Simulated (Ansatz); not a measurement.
Base system: InSb in the zinc blende structure (space group F-43m, No. 216; a = 6.450 Å). Axes: x, y, z lie along the cube axes.

Computed with Ansatz (a quantum-chemistry and plane-wave program), LDA, PAW, cutoff 420 eV, no spin-orbit coupling.

Base values:

* **Pressure**: 0.0 GPa

The change: biaxial strain +1.00 %, plane normal [001], relaxed out of plane (Cartesian); in-plane vectors clamped, the third vector and the atoms free.

Problem. Estimate the effect on the energy relative to the base.

Solution. The energy rises by 1.3 meV/atom.

Problem. What happens to the pressure?

Solution. The pressure (mean of the normal stresses, compression positive) goes from zero to -0.4 GPa.

No phonon test of stability was made. All final runs are without spin polarisation.
